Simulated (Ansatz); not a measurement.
Defect: interstitial O in beta Ga2O3, neutral cell. These are PBE, PAW (plane waves to 420 eV; Ansatz, an electronic-structure program) values and carry that method's errors.

Cell of 160 host sites held at the relaxed PBE lattice; the Γ point alone; Fermi-Dirac width 0.01 eV, spin-restricted; finite-size errors left in. Energies are static. The charge state is imposed; whether it is stable for some Fermi level was not computed. Sites that were not tried may lie lower.

Barriers: single points on a 2×2×2 k-point mesh shifted by half a step at the bands' geometries.

Relaxed starting cell (atoms counted from 1):

```xyz
161
Lattice="12.4550 0.0000 0.0000 0.0000 12.3337 0.0000 -2.7828 0.0000 11.4204" Properties=species:S:1:pos:R:3 pbc="T T T"
Ga    -0.0079    -0.0146     4.5561
Ga    -1.3440     0.0372    10.2881
Ga     0.0296     3.0752     4.4976
Ga    -1.5017     3.1619     9.9676
Ga    -0.0166     6.1683     4.5559
Ga    -1.3812     6.2117    10.2544
Ga     0.0029     9.2427     4.5535
Ga    -1.3892     9.2861    10.2494
Ga     4.7861     1.5412     1.1750
Ga     3.4438     1.5494     6.8797
Ga     4.8090     4.6132     1.1595
Ga     3.4386     4.6234     6.8647
Ga     4.8152     7.7016     1.1789
Ga     3.4337     7.7143     6.8909
Ga     4.8201    10.7869     1.1852
Ga     3.4413    10.7949     6.8962
Ga     1.5453     1.4058     1.8948
Ga     0.1673     1.5394     7.4785
Ga     1.4904     4.7570     1.8793
Ga     0.1695     4.6173     7.4645
Ga     1.5180     7.7520     1.7981
Ga     0.1426     7.7071     7.5203
Ga     1.5320    10.7445     1.8156
Ga     0.1390    10.7872     7.5253
Ga     3.3403    -0.0212     3.9591
Ga     1.9418    -0.0307     9.6128
Ga     3.3148     3.0588     3.9054
Ga     1.9342     3.0643     9.6169
Ga     3.3140     6.1721     3.9258
Ga     1.9105     6.1593     9.6204
Ga     3.3161     9.2472     3.9228
Ga     1.9124     9.2398     9.6435
O      1.8964    -0.1076     0.6567
O      0.4807    -0.0154     6.3407
O      2.4807     2.4087     0.5549
O      0.5098     3.0771     6.2867
O      1.8457     6.2537     0.6346
O      0.4977     6.1730     6.3338
O      1.8835     9.2505     0.6202
O      0.4859     9.2461     6.3441
O      2.9300     1.5410     5.1034
O      1.7501     1.4970    10.7539
O      2.9554     4.6141     5.0671
O      1.6039     4.6098    10.7732
O      2.9623     7.7097     5.0940
O      1.5660     7.6967    10.8017
O      2.9553    10.7803     5.1046
O      1.5771    10.7776    10.8038
O      1.3735    -0.0353     3.2620
O     -0.0007     0.0152     8.9501
O      1.3850     3.0777     3.1467
O     -0.0014     3.0871     8.8678
O      1.3682     6.1921     3.2572
O     -0.0104     6.1662     8.9419
O      1.3698     9.2423     3.2354
O     -0.0121     9.2558     8.9445
O      3.5311     1.4431     2.6054
O      2.0701     1.5460     8.1705
O      3.4346     4.6242     2.4685
O      2.0707     4.6231     8.1734
O      3.4539     7.7047     2.4991
O      2.0650     7.7099     8.2005
O      3.4642    10.7575     2.5125
O      2.0668    10.7898     8.1989
O      5.8129    -0.0050     1.4765
O      4.4418     0.0045     7.1653
O      5.8037     3.0773     1.4742
O      4.4457     3.0896     7.1582
O      5.8085     6.1559     1.4660
O      4.4314     6.1681     7.1624
O      5.8184     9.2404     1.4725
O      4.4351     9.2531     7.1844
O     -0.9742     1.5357     4.2154
O     -2.3866     1.5570     9.9560
O     -0.9779     4.6158     4.2253
O     -2.4433     4.7411     9.8094
O     -0.9993     7.7082     4.2495
O     -2.3858     7.7473     9.9475
O     -0.9951    10.7792     4.2495
O     -2.3683    10.8354     9.9557
Ga     6.2532     1.5363     4.5315
Ga     4.8369     1.5308    10.2370
Ga     6.2497     4.6187     4.5306
Ga     4.8477     4.6289    10.2394
Ga     6.2406     7.7050     4.5373
Ga     4.8549     7.7056    10.2471
Ga     6.2683    10.7782     4.5519
Ga     4.8759    10.7742    10.2481
Ga    11.0615     0.0204     1.1678
Ga     9.6656     0.0005     6.8827
Ga    11.0744     3.1049     1.1600
Ga     9.6484     3.0778     6.8412
Ga    11.0168     6.2052     1.1623
Ga     9.6577     6.1548     6.8850
Ga    11.0256     9.2737     1.1710
Ga     9.6612     9.2426     6.8825
Ga     7.7530    -0.0005     1.7826
Ga     6.3819     0.0031     7.4988
Ga     7.7552     3.0768     1.7779
Ga     6.3821     3.0842     7.4896
Ga     7.7499     6.1612     1.7894
Ga     6.3727     6.1783     7.4839
Ga     7.7573     9.2458     1.7946
Ga     6.3801     9.2548     7.5097
Ga     9.5298     1.5346     3.8880
Ga     8.1190     1.5540     9.6182
Ga     9.5278     4.6220     3.8933
Ga     8.0887     4.6701     9.6094
Ga     9.5113     7.7049     3.9189
Ga     8.1312     7.7370     9.6160
Ga     9.5210    10.7871     3.9139
Ga     8.1491    10.8139     9.6234
O      8.0997     1.5388     0.6099
O      6.7357     1.5434     6.3265
O      8.1018     4.6228     0.6145
O      6.7285     4.6290     6.3236
O      8.1061     7.7034     0.6243
O      6.7181     7.7177     6.3273
O      8.1133    10.7849     0.6270
O      6.7426    10.7875     6.3437
O      9.1972     0.0021     5.0820
O      7.7898     0.0210    10.7977
O      9.1773     3.0757     5.0539
O      7.8161     3.1120    10.7847
O      9.1892     6.1547     5.0833
O      7.7575     6.2050    10.7907
O      9.1734     9.2458     5.0905
O      7.7834     9.2769    10.7938
O      7.6094     1.5394     3.2105
O      6.2193     1.5506     8.9285
O      7.6072     4.6179     3.2119
O      6.2130     4.6358     8.9218
O      7.5998     7.7028     3.2240
O      6.2127     7.7228     8.9281
O      7.6139    10.7921     3.2243
O      6.2337    10.7939     8.9313
O      9.6887     0.0096     2.4743
O      8.2982     0.0096     8.1928
O      9.6935     3.0801     2.4615
O      8.3005     3.0862     8.1765
O      9.6670     6.1720     2.4853
O      8.2710     6.1952     8.1708
O      9.6701     9.2500     2.4908
O      8.3018     9.2560     8.1977
O     12.0914     1.5609     1.4319
O     10.6634     1.5486     7.1701
O     12.0200     4.6748     1.4769
O     10.6707     4.6093     7.1333
O     12.0219     7.7361     1.4782
O     10.6587     7.6981     7.1754
O     12.0348    10.8006     1.4817
O     10.6561    10.7875     7.1785
O      5.2724    -0.0191     4.2883
O      3.8905    -0.0312     9.9131
O      5.2506     3.0788     4.2492
O      3.8779     3.0874     9.9140
O      5.2485     6.1601     4.2412
O      3.8562     6.1701     9.9393
O      5.2536     9.2494     4.2534
O      3.8579     9.2447     9.9555
O      1.7505     3.6383     0.3063
```

End state 1 differs by these moves (Å; atoms that move under 0.08 Å are left out):

| atom | element | Δx | Δy | Δz |
|---|---|---|---|---|
| 2 | Ga | -0.16 | 0.04 | -0.32 |
| 4 | Ga | 0.12 | -0.03 | 0.28 |
| 17 | Ga | -0.06 | 0.27 | -0.02 |
| 19 | Ga | 0.03 | -0.09 | -0.08 |
| 21 | Ga | 0.01 | -0.09 | 0.02 |
| 23 | Ga | 0.01 | -0.09 | 0.08 |
| 33 | O | 0.58 | -0.57 | -0.10 |
| 35 | O | -0.73 | -1.85 | -0.25 |
| 37 | O | 0.04 | -0.09 | -0.02 |
| 39 | O | 0.01 | -0.11 | 0.03 |
| 42 | O | -0.15 | 0.03 | 0.02 |
| 48 | O | 0.17 | -0.03 | -0.05 |
| 49 | O | 0.01 | 0.03 | -0.12 |
| 50 | O | 0.00 | -0.01 | -0.08 |
| 51 | O | -0.02 | 0.03 | 0.11 |
| 57 | O | -0.10 | 0.10 | -0.14 |
| 63 | O | 0.06 | -0.06 | 0.09 |
| 74 | O | -0.06 | 0.10 | -0.15 |
| 76 | O | 0.06 | -0.08 | 0.14 |
| 145 | O | -0.07 | 0.03 | 0.04 |
| 161 | O | 0.09 | -0.47 | 0.33 |

Q: Estimate the forward and backward barriers to end state 1 that PBE, PAW returns for this input.

A: forward 0.95 eV, backward 0.95 eV; at the saddle point atom 35 has neighbours Ga at 1.84; O at 1.88, O at 1.89 Å. The saddle point's order was not checked, and it lies on a symmetry element of the cell, where a band can be held.
